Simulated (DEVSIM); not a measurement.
Device: Pd/Si3N4/SiO2/p-Si capacitor, at 300 K.

Layer 1 from the left is Si3N4, thickness (nm) 6.20. Layer 2 from the left is SiO2, thickness (nm) 0.740. Layer 3 from the left is Si, thickness (nm) 4400, Na (cm⁻³) 1.7e16.

Metal gate on the left, work function 5.2 eV. Fixed charge at the semiconductor interface -2.01e12 cm⁻² (in units of +e); no interface traps.

Constants are typed, rounded textbook-type inputs, not results; the design itself was drawn at random and stands for no fabricated device. Values at 300 K.

Si3N4: gap (eV) 5.1, affinity (eV) 2.1, permittivity 7.5. SiO2: gap (eV) 9, affinity (eV) 0.9, permittivity 3.9. Si: gap (eV) 1.124, affinity (eV) 4.05, permittivity 11.7, Nc (cm⁻³) 2.86e19, Nv (cm⁻³) 3.1e19.

**Question.** Estimate by hand the flat-band voltage, the threshold voltage, and compare with a numerical solution.

**Answer.** 
- Flat-band voltage: C = 0.871 μF/cm², work-function difference 0.220 V; VFB = φms − qNf/C = 0.59 V; numerical 0.59 V.
- Threshold voltage: φF = 0.369 V, depletion charge √(4εqNφF) = 6.45e-8 C/cm²; VT = VFB + 2φF + Qd/C = 1.40 V; numerical 1.40 V.

Model (solved in DEVSIM): 1D Poisson equation in equilibrium, Boltzmann statistics, complete ionisation; no quantum confinement or tunnelling. Metal contacts follow the ideal Schottky-Mott rule: no Fermi-level pinning, no interface dipoles.
